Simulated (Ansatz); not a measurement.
**Response to strain in CdS**

Take CdS in the wurtzite structure (space group P6_3mc, No. 186; a = 4.196 Å, c = 6.830 Å) as the base. Axes: x lies along a and z along c of the hexagonal cell.

Strains are applied to the cell and any free atomic positions relax.

Computed with Ansatz (a quantum-chemistry and plane-wave program) PBE, scalar-relativistic without spin-orbit coupling.

Notes on the quantities. energy relative to the base: free energy F.

| variant | electron mass | energy relative to the base | band gap |
|---|---|---|---|
| base | 0.12 mₑ along c, 0.13 mₑ across (at Γ) | 0 meV/atom | 1.11 eV |
| uniaxial strain ε_zz = +0.60 % | [?] | +0.3 meV/atom | [?] |
| uniaxial strain ε_zz = +1.20 % | 0.12 mₑ along z, 0.12 mₑ across (at Γ) | +1.0 meV/atom | 1.06 eV |
| uniaxial strain ε_zz = +1.80 % | 0.11 mₑ along z, 0.12 mₑ across (at Γ) | +2.3 meV/atom | 1.04 eV |
| uniaxial strain ε_zz = +2.40 % | 0.11 mₑ along z, 0.12 mₑ across (at Γ) | +4.0 meV/atom | 1.01 eV |
| uniaxial strain ε_zz = +3.00 % | 0.11 mₑ along z, 0.12 mₑ across (at Γ) | +6.2 meV/atom | 0.99 eV |

Question: Fill in the withheld entries from the trend.

Answer: 
- uniaxial strain ε_zz = +0.60 %, electron mass: 0.12 mₑ along z, 0.13 mₑ across (at Γ)
- uniaxial strain ε_zz = +0.60 %, band gap: 1.09 eV

Effective masses come from finite differences of ±0.01 Å⁻¹. Whether these cells are dynamically stable was not tested.
